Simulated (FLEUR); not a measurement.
Worked example: self-consistent single point of CsYbF3 (Pm-3m, 5 atoms in the cell) in FLEUR.

Method: PBEsol, all-electron FLAPW (FLEUR), scalar-relativistic valence in FLEUR.

The change in words: lattice scaled by 0.98. Reference geometry:
```
CsYbF3
1.0
    4.50879     0.00000     0.00000
    0.00000     4.50879     0.00000
    0.00000     0.00000     4.50879
Cs Yb F
1 1 3
Cartesian
  0.00000   0.00000   0.00000
  2.25440   2.25440   2.25440
  0.00000   2.25440   2.25440
  2.25440   0.00000   2.25440
  2.25440   2.25440   0.00000
```

Reference input (self-consistent single point, DFT, PBEsol, all-electron FLAPW (FLEUR), scalar-relativistic valence): Kmax = 4.2 1/bohr; GmaxXC = 12.6 1/bohr; xcFunctional = PBEs; jspins = 1; l_soc = F; mode = hist; fermiSmearingEnergy = 0.00183747 Htr; mesh (inpgen div1-3) = 6 6 6; inpgen gamma flag = true; Gmax = 12.6 1/bohr; numbands = 0; maxIterBroyd = 40. This run's input differs from it in these lines:

```diff
@@ -3,5 +3,5 @@
 &input film=f /
-4.5087900000 0.0000000000 0.0000000000
-0.0000000000 4.5087900000 0.0000000000
-0.0000000000 0.0000000000 4.5087900000
+4.4186140000 0.0000000000 0.0000000000
+0.0000000000 4.4186140000 0.0000000000
+0.0000000000 0.0000000000 4.4186140000
 1.8897261246
@@ -47,5 +47,5 @@
          <bravaisMatrix>
-            <row-1>    8.5203782533352346     0.0000000000000000     0.0000000000000000</row-1>
-            <row-2>    0.0000000000000000     8.5203782533352346     0.0000000000000000</row-2>
-            <row-3>    0.0000000000000000     0.0000000000000000     8.5203782533352346</row-3>
+            <row-1>    8.3499703103233038     0.0000000000000000     0.0000000000000000</row-1>
+            <row-2>    0.0000000000000000     8.3499703103233038     0.0000000000000000</row-2>
+            <row-3>    0.0000000000000000     0.0000000000000000     8.3499703103233038</row-3>
          </bravaisMatrix>
```

The program printed (abridged):

```
 Iteration:     1   Distance:      15.81263780 me/bohr^3
 Iteration:     2   Distance:      11.58177651 me/bohr^3
 Iteration:     3   Distance:       8.35144890 me/bohr^3
 Iteration:     4   Distance:       5.42792427 me/bohr^3
 Iteration:     5   Distance:      19.18122229 me/bohr^3
   [... 12 lines left out ...]
 Iteration:    18   Distance:       0.00038667 me/bohr^3
 Iteration:    19   Distance:       0.00006560 me/bohr^3
 Iteration:    20   Distance:       0.00003770 me/bohr^3
 Iteration:    21   Distance:       0.00000503 me/bohr^3
 Run finished successfully
 Stop message:
   Structural relaxation: Done

[file out, last iteration]
             iter=     22
[...]
          total density-effective poten   -3.7736287770E+04
          total charge density-energy d   -5.1041884523E+02
 Updated energy parameters for spin:           1
[...]
 fermi energy and band-weighting factors:
    0.675559    0.718875

[...]
FERMIE:
          first approx. to ef    (T=0)  :   0.377440 htr   (energy of the highest occ. eigenvalue)
          number of occ. states  (T=0)  :        540
          first approx. to seigv (T=0)  :  -4.629171 htr
          sum of weights of occ. states :  27.000000
          sum of semicore charge        :   0.000000 e
FERHIS:  Fermi-Energy by histogram:
          bandgap                     :   0.000000 htr
   [... lines left out ...]
          charge neutrality (T=0)     :   0.000000    (zero if the highest occ. eigenvalue is "entirely" occupied)
     EF_NEWTON:  Adjust Fermi-Energy by Newton-Method.
 Direct bandgap for spin            1 :    7.7851421319050651E-003  Htr
 ---->    free energy=                    -22157.8281107292 htr
   [... lines left out ...]
 TOTAL FORCE FOR ATOM TYPE=  1  X=  0.000   Y=  0.000   Z=  0.000
                       FX_TOT= 0.000000 FY_TOT= 0.000000 FZ_TOT= 0.000000
 TOTAL FORCE FOR ATOM TYPE=  2  X=  4.175   Y=  4.175   Z=  4.175
                       FX_TOT= 0.000000 FY_TOT= 0.000000 FZ_TOT= 0.000000
 TOTAL FORCE FOR ATOM TYPE=  3  X=  0.000   Y=  4.175   Z=  4.175
                       FX_TOT= 0.000000 FY_TOT= 0.000000 FZ_TOT= 0.000000
 Structural relaxation: Done
```

The run converged in 21 iterations. FLEUR gives forces in its relaxation mode, with a further iteration, so its stop message speaks of a relaxation. Against the reference run the free energy goes up by 32.6 meV/atom.

The starting cell comes from a database of computed structures (which also holds hypothetical and non-ambient phases and stackings), without a prior relaxation at this level. For this run, on top of that: lattice scaled by 0.98. Spin-orbit coupling is off. Spin polarisation is off, so a magnetic state, if there is one, cannot be reached. The f electrons are in the valence without U or exact exchange, which can misplace them near the Fermi level. Spin-orbit terms, which matter for f shells, are left out. Values depend on the basis (sphere radii, cutoffs, local orbitals), which need not be converged. The log's line on a gap gives a spacing of levels on this mesh, which the program prints for metals too.

Cost on one core of a shared machine: roughly 3 min.
